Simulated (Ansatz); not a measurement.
The starting structures come from a database of crystals and need not be the phases stable at ambient conditions.

Tunnelling through a barrier is set by its complex band structure: the current falls as exp(−2κd) with the smallest κ.

Here is the system:

```xyz
8
Lattice="5.6070 0.0000 0.0000 0.0000 10.9387 0.0000 2.8035 5.4693 2.8035" Properties=species:S:1:pos:R:3 pbc="T T T"
Zn     0.0000     0.0000     0.0000
Zn     2.8035     8.2040     0.0000
Si     0.0000     5.4693     0.0000
Si     2.8035     2.7347     0.0000
As     4.2052     4.1020     1.3300
As     6.9370     6.8367     1.4017
As     4.2052     9.5713     1.4735
As     1.4735    12.3060     1.4017
```

Space group of this cell: I-42d, chalcopyrite. The cell is taken as given; by PBEsol its mean pressure is -0.6 GPa.

Transport runs along the normal of the first two printed cell vectors, the (100) plane of the conventional cell.

The gap is the functional's own, uncorrected, and κ follows it; spin-orbit coupling is left out. Mid-gap values are interpolated between the computed energies.

Question: Give the band gap and the smallest decay constant κ at mid-gap that Ansatz (an electronic-structure program) with PBEsol yields.

Answer: Gap 1.06 eV on a 10×10×10 mesh; κ = 0.075 1/Å, at the zone centre.
